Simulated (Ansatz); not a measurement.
The structure below was relaxed with plane-wave PAW DFT at the LDA level (Ansatz, a program for electronic structure, 420 eV), without spin-orbit coupling, at pressure 2.1 GPa.

```yaml
crystal:
  lattice:
    - [0.00000, 3.28656, 3.28656]
    - [3.28656, 0.00000, 3.28656]
    - [3.28656, 3.28656, 0.00000]
  atoms:
    - { symbol: Mg, position: [0.25000, 0.25000, 0.25000] }
    - { symbol: Mg, position: [0.75000, 0.75000, 0.75000] }
    - { symbol: Sn, position: [0.00000, 0.00000, 0.00000] }
```

Problem. Find the space group and the Wyckoff positions.

Solution. Space group Fm-3m (No. 225); a = 6.573 Å, b = 6.573 Å, c = 6.573 Å, α = 90.00°, β = 90.00°, γ = 90.00°

```
atom  site  symmetry       x       y       z
----  ----  --------  ------  ------  ------
Mg      8c      -43m  0.2500  0.2500  0.2500
Sn      4a      m-3m  0.0000  0.0000  0.0000
```

Load acts through the strain it causes; cell and atoms are relaxed under it. Stability against distortions was not tested. The cell was made from Mg2Sn (space group Fm-3m, No. 225) by this change: pressure 2.1 GPa.
